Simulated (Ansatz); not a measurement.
## Effect of pressure 15 GPa on TiC

The parent structure is TiC in the rock salt structure (space group Fm-3m, No. 225; a = 4.3327 Å).

Modification: cell and atoms relaxed at a pressure of 15 GPa.

Method: PBE (Ansatz, a quantum-chemistry and plane-wave program, PAW, scalar-relativistic without spin-orbit coupling), earlier PAW set. Γ-centred 18×18×18 mesh, Fermi–Dirac width 0.05 eV.

The volume per atom drops by 0.532 Å³ (10.17 Å³ → 9.63 Å³) and the density goes up by 0.27 g/cm³ (4.89 g/cm³ → 5.16 g/cm³). The lattice parameter a falls by 0.077 Å to 4.256 Å and the shortest interatomic distance falls by 0.038 Å to 2.128 Å. The enthalpy H = E + PV relative to the base's energy comes out as +0.93 eV/atom and the band gap is still zero.

Final structure:

```
CELL_PARAMETERS angstrom
      0.00000     2.12785     2.12785
      2.12785     0.00000     2.12785
      2.12785     2.12785     0.00000
ATOMIC_POSITIONS crystal
  C  0.00000 0.00000 0.00000
  Ti 0.50000 0.50000 0.50000
```

Load acts through the strain it causes; cell and atoms are relaxed under it. Whether these cells are dynamically stable was not tested. Competing high-pressure phases were not computed. The final runs are not spin-polarised.
